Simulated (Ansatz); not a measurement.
Consider Ag2O (space group Pn-3m, No. 224; a = 4.707 Å). Axes: x, y, z lie along the cube axes.

Level of theory: DFT with PBEsol, PAW potentials and a 420 eV plane-wave cutoff in Ansatz (a quantum-chemistry and plane-wave program), no spin-orbit coupling.

Base values:

```
Quantity                        Result
-----------------------------  -------
Pressure                       0.0 GPa
Shortest interatomic distance  2.038 Å
```

One thing is altered: compressive biaxial strain of 2.00 % in the plane normal to [111], as in epitaxy on a mismatched substrate; the out-of-plane cell vector and the atoms relax.

Question: How does this affect the energy relative to the base, pressure and shortest interatomic distance?

Answer: The energy drops by 0.7 meV/atom; the pressure (mean of the normal stresses, compression positive) goes from zero to -0.2 GPa; the shortest interatomic distance hardly moves (2.038 Å against 2.040 Å).

Whether these cells are dynamically stable was not tested. No Hubbard U is applied, and correlation can decide whether such a compound is a metal. The final runs are not spin-polarised. Under biaxial strain −2.00 %, plane normal [111], relaxed out of plane the cell ends below the base's energy or with stress of the wrong sign: the atoms slid into a distortion or the cell is elastically unstable, so the base is not a stable minimum at this level.
